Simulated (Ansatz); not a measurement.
# TiAu4: biaxial strain −2.37 %, plane normal [001], relaxed out of plane

The parent structure is TiAu4 (space group I4/m, No. 87; a cell from a computed database, its experimental status unchecked).

```yaml
crystal:
  lattice:
    - [-3.22959, 3.22959, 1.98000]
    - [3.22959, -3.22959, 1.98000]
    - [3.22959, 3.22959, -1.98000]
  atoms:
    - { symbol: Ti, position: [0.00000, 0.00000, 0.00000] }
    - { symbol: Au, position: [0.20585, 0.60530, 0.81115] }
    - { symbol: Au, position: [0.79415, 0.39470, 0.18885] }
    - { symbol: Au, position: [0.39470, 0.20585, 0.60056] }
    - { symbol: Au, position: [0.60530, 0.79415, 0.39944] }
```

Cartesian axes are those of the cell as printed.

It is then changed as follows: biaxial strain −2.37 %, plane normal [001], relaxed out of plane (Cartesian); in-plane vectors clamped, the third vector and the atoms free.

Computed with PBEsol/PAW in Ansatz (a quantum-chemistry and plane-wave program), without spin-orbit coupling. k-mesh 14×14×14 (Γ-centred); smearing 0.05 eV (Fermi–Dirac).

- Volume per atom = 16.34 Å³ (base 16.52 Å³)
- Space group = I4/m (No. 87) (base I4/m (No. 87))
- Shortest interatomic distance = 2.799 Å (base 2.782 Å)
- Energy relative to the base (free energy F) = +7.2 meV/atom
- Pressure (mean of the normal stresses, compression positive) = 2.0 GPa (base 0.0 GPa)
- Band gap = zero (base zero)
- Out-of-plane strain = +3.73 % (rough)
- Mean in-plane stress (compression positive) = +3.0 GPa (rough)

A biaxial case was relaxed in a doubled cell and then solved in the primitive one. Without a gap, meshes like the base's 14×14×14 leave anisotropic stresses uncertain by several tenths of a GPa, and small strain energies with them. Whether these cells are dynamically stable was not tested. The final runs are not spin-polarised. TiAu4 has a high density of states at the Fermi level and may be magnetic at this level.
